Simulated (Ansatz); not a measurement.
Consider the following.

```
Ca
1.0
    0.00000     2.64142     2.64142
    2.64142     0.00000     2.64142
    2.64142     2.64142     0.00000
Ca
1
Cartesian
  0.00000   0.00000   0.00000
```

No spin polarisation.

A single point on Ca with a change (isotropic strain −3.17 %), its geometry relaxed with PBEsol.

All numbers come from r2SCAN (Ansatz, a quantum-chemistry and plane-wave program; PAW; 500 eV plane waves; spin-orbit coupling left out). Γ-centred 21×21×21 mesh, Fermi–Dirac width 0.1 eV.

What is the computed band gap?

Zero.

Estimate the pressure.

3.6 GPa.

Single points use the geometry relaxed with PBEsol. Stability against distortions was not tested. The cell was made from Ca in the fcc (Cu type) structure (space group Fm-3m, No. 225) by this change: isotropic strain −3.17 %.
